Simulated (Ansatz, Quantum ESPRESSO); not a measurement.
Sn (I4_1/amd, 2 atoms in the cell) computed with different codes at matched settings

Self-consistent single point.

```xyz
2
Lattice="-2.9150 2.9150 1.5900 2.9150 -2.9150 1.5900 2.9150 2.9150 -1.5900" Properties=species:S:1:pos:R:3 pbc="T T T"
Sn     2.9150     0.0000     0.7950
Sn     0.0000     0.0000     0.0000
```

Shared settings, as Ansatz (a program for electronic structure) writes them: kpoints.mp_grid.grid = 8 8 8; magnetization.spin_orbit = true; scf.occupations.method = gaussian; scf.occupations.width = 0.1 eV. Potentials and cutoffs stand in the table.

```tsv
code	model	pressure (GPa)	cutoff
Ansatz	PBE with spin-orbit coupling, default PAW files	2.67	default
Quantum ESPRESSO	PBE, spin-orbit coupling, PseudoDojo fully relativistic norm-conserving (PBE) pseudopotentials	2.71	75 Ry
```

The spread over the programs that give each value: pressure within 0.04 GPa.

Ansatz's pressure is given at a fixed set of plane waves, as the other plane-wave codes print theirs; with its correction for the finite basis it is 2.71 GPa.

The starting cell has typed, rounded lattice constants, without a prior relaxation at this level.

Left out of this page: Elk (with a known weakness of the program); FLEUR and SIESTA (not drawn, or without a comparable value).

Keys are those of Ansatz 0.2.
